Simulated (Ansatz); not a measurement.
The reference is Mn$_{3}$SiN in the anti-perovskite structure (space group Pm-3m, No. 221; a = 3.677 Å; ferromagnetic; a hypothetical phase, not in the database extracts checked).

Computed with PBEsol (Ansatz, a program for electronic structure), spin-orbit coupling left out.

For the base:

```
Quantity                    Result
-------------------  -------------
Magnetic state       ferromagnetic
Lattice parameter a        3.677 Å
```

Perturbation: cell and atoms relaxed at a pressure of 5 GPa.

Question: Predict the new magnetic state.

Answer: The magnetic state is still ferromagnetic.

Question: What does the calculation give for the lattice parameter a after the change?

Answer: The lattice parameter a decreases by 0.021 Å, from 3.677 Å to 3.656 Å.

Other magnetic orders, which the real material may have, were not ruled out. Load acts through the strain it causes; cell and atoms are relaxed under it. No phonon test of stability was made. No other phases were tried under pressure.
